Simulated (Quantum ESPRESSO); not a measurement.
Troubleshooting Quantum ESPRESSO: a failed run on BaSeO₄ (Pnma, 24 atoms in the cell). The aim is a self-consistent single point with DFT, PBEsol, plane waves, GBRV 1.5 ultrasoft (PBESOL) pseudopotentials.

The input file:

```fortran
&CONTROL
  calculation = 'scf',
  prefix = 'pwscf',
  outdir = './tmp/',
  pseudo_dir = './pseudo/',
  tprnfor = .true.,
  tstress = .true.,
/
&SYSTEM
  ibrav = 8,
  A = 9.099710000,
  B = 5.692270000,
  C = 7.402860000,
  nat = 24,
  ntyp = 3,
  ecutwfc = 40,
  ecutrho = 200,
  occupations = 'smearing',
  smearing = 'fermi-dirac',
  degauss = 0.000734986,
/
&ELECTRONS
  conv_thr = 1.0d-10,
/
ATOMIC_SPECIES
Ba   137.3270  ba_pbesol_v1.uspp.F.UPF
Se    78.9710  se_pbesol_v1.uspp.F.UPF
O     15.9990  o_pbesol_v1.2.uspp.F.UPF
ATOMIC_POSITIONS {crystal}
Ba    0.682320000    0.250000000    0.342310000
Ba    0.317680000    0.750000000    0.657690000
Ba    0.817680000    0.750000000    0.842310000
Ba    0.182320000    0.250000000    0.157690000
Se    0.563910000    0.250000000    0.814430000
Se    0.436090000    0.750000000    0.185570000
Se    0.936090000    0.750000000    0.314430000
Se    0.063910000    0.250000000    0.685570000
O     0.418770000    0.514870000    0.316620000
O     0.581230000    0.485130000    0.683380000
O     0.081230000    0.485130000    0.816620000
O     0.918770000    0.514870000    0.183380000
O     0.918770000    0.985130000    0.183380000
O     0.081230000    0.014870000    0.816620000
O     0.581230000    0.014870000    0.683380000
O     0.418770000    0.985130000    0.316620000
O     0.899810000    0.250000000    0.593000000
O     0.100190000    0.750000000    0.407000000
O     0.600190000    0.750000000    0.093000000
O     0.399810000    0.250000000    0.907000000
O     0.199570000    0.250000000    0.537570000
O     0.800430000    0.750000000    0.462430000
O     0.300430000    0.750000000    0.037570000
O     0.699570000    0.250000000    0.962430000
K_POINTS {automatic}
3 4 3  1 1 1
```

Output (repeated stretches shortened):

```
 %%%%%%%%%%%%%%%%%%%%%%%%%%%%%%%%%%%%%%%%%%%%%%%%%%%%%%%%%%%%%%%%%%%%%%%%%%%%%%
     Error in routine readpp (1):
     file ./pseudo/ba_pbesol_v1.uspp.F.UPF not found
 %%%%%%%%%%%%%%%%%%%%%%%%%%%%%%%%%%%%%%%%%%%%%%%%%%%%%%%%%%%%%%%%%%%%%%%%%%%%%%

     stopping ...
```

**Question.** From the messages shown, name the fault and mend the input.

**Answer.** The fault is a wrong folder for the potentials. The files are not in the folder that the input names. To fix it, correct the folder. The program stopped before any SCF iteration.

An input that runs soundly differs in these lines (not the only fix; some lines may just follow from the change or write a value another way):
```diff
-  pseudo_dir = './pseudo/',
+  pseudo_dir = './',
```

With that input, the run converged in 14 iterations: free energy E − TS -13201.7127 eV; top of the valence band (on the code's own zero) 4.75 eV; gap on the k-point mesh 4.37 eV; pressure -0.19 GPa; largest force (vector length) 0.299 eV/Å (DFT, PBEsol, plane waves, GBRV 1.5 ultrasoft (PBESOL) pseudopotentials).

On the sound input: the starting cell comes from a database of computed structures (which also holds hypothetical and non-ambient phases and stackings), without a prior relaxation at this level. The shifted mesh does not hold Γ, so a gap read on it misses any band edge there.
